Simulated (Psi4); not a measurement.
Psi4 1.11, BP86/def2-svp: Si(Cl)2(H)(Ph) (Cl[SiH](Cl)c1ccccc1), 15 atoms. The geometry is a generated start, not checked to be a minimum at this level.

| Property | Value |
|---|---|
| task | energy |
| method | bp86 |
| basis | def2-svp |
| memory | 3 GB |
| maxiter | 100 |
| keys of the molecule block | symmetry c1 |
| scf_type | df (default) |
| e_convergence | 1e-06 (default) |
| d_convergence | 1e-06 (default) |
| dft_radial_points | 75 (default) |
| dft_spherical_points | 302 (default) |
| basis functions | 168 |
| grid points | 314609 |

```xyz
15

Si     2.4419    -0.0185    -0.2688
Cl     2.9748     1.5417    -1.4403
Cl     3.2929     0.2147     1.5510
C      0.5623    -0.0410    -0.0775
C     -0.1987    -1.1281    -0.5000
C     -1.5740    -1.1337    -0.3555
C     -2.2164    -0.0478     0.2160
C     -1.4773     1.0428     0.6402
C     -0.1021     1.0436     0.4936
H      2.9438    -1.2478    -0.8666
H      0.2933    -1.9805    -0.9463
H     -2.1478    -1.9859    -0.6890
H     -3.2904    -0.0524     0.3283
H     -1.9703     1.8933     1.0867
H      0.4680     1.8994     0.8280
```

With the defaults (diis = true, scf_initial_accelerator = adiis, damping_percentage = 0, soscf = false, soscf_start_convergence = 0.01, diis_max_vecs = 10, level_shift = 0, level_shift_cutoff = 0.01, guess = auto, which took SAD) it converges in 10 SCF iterations. One run each on 2 threads, with these changes:
- scf_initial_accelerator = ediis
- level_shift = 0.1, level_shift_cutoff = 0.001
- diis = false, scf_initial_accelerator = none, damping_percentage = 60
- scf_initial_accelerator = none
- soscf = true, soscf_start_convergence = 0.001
- guess = sap
- soscf = true, soscf_start_convergence = 0.1
- level_shift = 0.5, level_shift_cutoff = 0.001
- diis_max_vecs = 20

Task: Name the settings that don't reach the solution of the defaults.

Result: No convergence: diis = false, scf_initial_accelerator = none, damping_percentage = 60 (the run ends without SCF convergence in 100 iterations). The rest reach the solution of the defaults.

| setting | SCF iterations | JK calls | end |
|---|---|---|---|
| soscf = true, soscf_start_convergence = 0.1 | 6 | 22 | same solution |
| soscf = true, soscf_start_convergence = 0.001 | 8 | 24 | same solution |
| level_shift = 0.5, level_shift_cutoff = 0.001 | 9 | 10 | same solution |
| the defaults | 10 | 11 | same solution |
| diis_max_vecs = 20 | 10 | 11 | same solution |
| level_shift = 0.1, level_shift_cutoff = 0.001 | 10 | 11 | same solution |
| scf_initial_accelerator = none | 10 | 11 | same solution |
| scf_initial_accelerator = ediis | 10 | 11 | same solution |
| guess = sap | 16 | 16 | same solution |
| diis = false, scf_initial_accelerator = none, damping_percentage = 60 | 100 | 101 | no convergence |

An SOSCF iteration holds several JK calls; a Hückel guess adds calls on atoms.
